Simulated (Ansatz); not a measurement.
Consider AgCl in the rock salt structure (space group Fm-3m, No. 225; a = 5.4475 Å). Axes: x, y, z lie along the cube axes.

Method: PBEsol (Ansatz, a quantum-chemistry and plane-wave program; PAW; 420 eV plane waves; scalar-relativistic without spin-orbit coupling).

Strains are applied to the cell and any free atomic positions relax.

One change was made to it. Results:

The band gap falls by 0.06 eV to 0.66 eV; the smallest direct gap goes up by 0.07 eV (3.03 eV → 3.10 eV).

Which of these changes matches the shifts?
(A) uniaxial strain ε_zz = −0.50 %
(B) uniaxial strain ε_zz = +1.00 %
(C) uniaxial strain ε_zz = +3.00 %
(D) uniaxial strain ε_zz = −2.00 %
(E) uniaxial strain ε_zz = +1.50 %

D, uniaxial strain ε_zz = −2.00 %. For comparison, the smallest direct gap in the other runs: uniaxial strain ε_zz = −0.50 % gives 3.04 eV; uniaxial strain ε_zz = +1.00 % gives 3.00 eV; uniaxial strain ε_zz = +3.00 % gives 2.94 eV; uniaxial strain ε_zz = +1.50 % gives 2.98 eV.

Gaps are read on the SCF mesh and a high-symmetry path. Stability against distortions was not tested.
